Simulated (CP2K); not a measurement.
Input and output of a self-consistent single point for SiSbPt₅ (P4/mmm, 7 atoms in the cell) (CP2K).

Method of the run: PBEsol, GPW, DZVP-MOLOPT-SR-GTH basis, GTH-PBE potentials (GTH_POTENTIALS) run with CP2K 2026.2.

The change in words: lattice scaled by 0.985; CUTOFF: 500 Ry → 300 Ry. Reference geometry:
```
SiSbPt5
1.0
    3.93243     0.00000     0.00000
    0.00000     3.93243     0.00000
    0.00000     0.00000     7.52182
Si Sb Pt
1 1 5
Direct
  0.50000   0.50000   0.00000
  0.00000   0.00000   0.50000
  0.00000   0.00000   0.00000
  0.50000   0.00000   0.74882
  0.50000   0.00000   0.25118
  0.00000   0.50000   0.74882
  0.00000   0.50000   0.25118
```

Reference input (self-consistent single point, DFT PBEsol, GPW, DZVP-MOLOPT-SR-GTH basis, GTH-PBE potentials (GTH_POTENTIALS)): CUTOFF = 500 Ry; REL_CUTOFF = 50 Ry; SMEAR/METHOD = GAUSSIAN; SIGMA = 0.1 eV; KPOINTS/SCHEME = MONKHORST-PACK 6 6 3; GAMMA_CENTERED = T; XC_FUNCTIONAL = PBE:PBESOL; Si/BASIS_SET = DZVP-MOLOPT-SR-GTH; Si/POTENTIAL = GTH-PBE-q4; Sb/BASIS_SET = DZVP-MOLOPT-SR-GTH; Sb/POTENTIAL = GTH-PBE-q5; Pt/BASIS_SET = DZVP-MOLOPT-SR-GTH. This run's input differs from it in these lines:

```diff
@@ -16,3 +16,3 @@
     &MGRID
-      CUTOFF 500
+      CUTOFF 300
       REL_CUTOFF 50
@@ -67,5 +67,5 @@
     &CELL
-      A 3.93243000 0.00000000 0.00000000
-      B 0.00000000 3.93243000 0.00000000
-      C 0.00000000 0.00000000 7.52182000
+      A 3.87344400 0.00000000 0.00000000
+      B 0.00000000 3.87344400 0.00000000
+      C 0.00000000 0.00000000 7.40899300
       PERIODIC XYZ
```

The program printed (abridged):

```
 SCF WAVEFUNCTION OPTIMIZATION

  Step     Update method      Time    Convergence         Total energy    Change
     1 NoMix/Diag. 0.20E+00      -     1.13939737      -612.1471451451 -6.12E+02
     2 Broy./Diag. 0.20E+00      -     0.04683796      -616.7510500389 -4.60E+00
     3 Broy./Diag. 0.20E+00      -     0.08190299      -613.1262884495  3.62E+00
     4 Broy./Diag. 0.20E+00      -     0.03943526      -609.9099440410  3.22E+00
     5 Broy./Diag. 0.20E+00      -     0.03429601      -609.7138981878  1.96E-01
     6 Broy./Diag. 0.20E+00      -     0.00250444      -609.9006837092 -1.87E-01
   [... 5 lines left out ...]
    12 Broy./Diag. 0.20E+00      -     0.00005446      -609.8746410910 -2.96E-04
    13 Broy./Diag. 0.20E+00      -     0.00000152      -609.8745609873  8.01E-05
    14 Broy./Diag. 0.20E+00      -     0.00000257      -609.8745419800  1.90E-05
    15 Broy./Diag. 0.20E+00      -     0.00000015      -609.8745319658  1.00E-05
  *** SCF run converged in    15 steps ***

  Overlap energy of the core charge distribution:               0.00000000964315
  Self energy of the core charge distribution:               -936.19828691846737
  Core Hamiltonian energy:                                    208.07003290432792
  Hartree energy:                                             179.20798648548688
  Exchange-correlation energy:                                -60.95340011580590
  Smearing free energy correction:                             -0.00086433119841
  Fermi energy:                                                 0.52494169906370

  Total energy:                                              -609.87453196576359
  Total energy (extrapolated to sigma->0):                   -609.87409980016434

   [... lines left out ...]

 STRESS| Analytical stress tensor [bar]
 STRESS|                        x                   y                   z
 STRESS|      x        1.01581747948E+05   2.37780437730E-04   2.64410140219E-04
 STRESS|      y        2.37780437730E-04   1.01581634396E+05   2.64400365022E-04
 STRESS|      z        2.64410140219E-04   2.64400365022E-04   1.37641895090E+05
 STRESS| 1/3 Trace                                             1.13601759145E+05
```

The run converged in 15 iterations. Against the reference run the free energy goes up by 25.3 meV/atom, the pressure goes from 0.22 to 11.36 GPa and the largest force goes from 0.350 to 0.191 eV/Å.

The starting cell comes from a database of computed structures (which also holds hypothetical and non-ambient phases and stackings), without a prior relaxation at this level. For this run, on top of that: lattice scaled by 0.985. Spin polarisation is off. Values carry the incompleteness of an atom-centred basis. The potentials were made for another functional than the one used.

Cost on one core of a shared machine: roughly 50 s.
